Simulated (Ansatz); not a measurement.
Start from Hf in the hcp (Mg type) structure (space group P6_3/mmc, No. 194; relaxed with 0.1 eV smearing).

```
Hf
1.0
    3.19829     0.00000     0.00000
   -1.59915     2.76980     0.00000
    0.00000     0.00000     5.04882
Hf
2
Direct
  0.66667   0.33333   0.75000
  0.33333   0.66667   0.25000
```

Cartesian axes are those of the cell as printed.

Computed with r2SCAN/PAW in Ansatz (a first-principles code), no spin-orbit coupling.

Strains are applied to the cell and any free atomic positions relax.

One change was made to it. Results:

| quantity | base | after |
|---|---|---|
| energy relative to the base (free energy F) | 0 meV/atom | +0.3 meV/atom |
| band gap | zero | zero |

Problem. What was done to the base?
A) uniaxial strain ε_xx = −1.50 %
B) uniaxial strain ε_xx = −2.50 %
C) uniaxial strain ε_xx = −3.00 %
D) uniaxial strain ε_xx = −0.50 %

Solution. D, uniaxial strain ε_xx = −0.50 %. For comparison, the energy relative to the base in the other runs: uniaxial strain ε_xx = −3.00 % gives +13 meV/atom; uniaxial strain ε_xx = −2.50 % gives +8.6 meV/atom; uniaxial strain ε_xx = −1.50 % gives +3.0 meV/atom.

Whether these cells are dynamically stable was not tested. The final runs are not spin-polarised.
